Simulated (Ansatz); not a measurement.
Start from BaCu$_{2}$S$_{2}$ (space group I4/mmm, No. 139; a = 3.837 Å, c = 12.406 Å; a cell from a computed database, its experimental status unchecked). Axes: x, y, z lie along a, b, c of the conventional cell.

Modification: uniaxial strain ε_xx = +4.70 %, all other strain components held at zero; the atoms relax in the strained cell.

Levels (all Ansatz, a program for electronic structure, PAW): PBEsol (420 eV, spin-orbit coupling left out); r2SCAN (500 eV, no spin-orbit coupling).

The geometry is relaxed with PBEsol.

- PBEsol width of the top valence band: 1.24 eV
- PBEsol band gap: 0.33 eV
- PBEsol pressure: -3.12 GPa

Q: What does r2SCAN give at this geometry for the width of the top valence band, band gap and pressure?

A: The width of the top valence band falls by 0.034 eV to 1.20 eV; the band gap rises by 0.29 eV (0.33 eV → 0.62 eV); the pressure grows by 3.217 GPa to 0.09 GPa.

Single points use the geometry relaxed with PBEsol. Their cutoffs differ, which shifts pressures a little. Whether these cells are dynamically stable was not tested. The final runs are not spin-polarised.
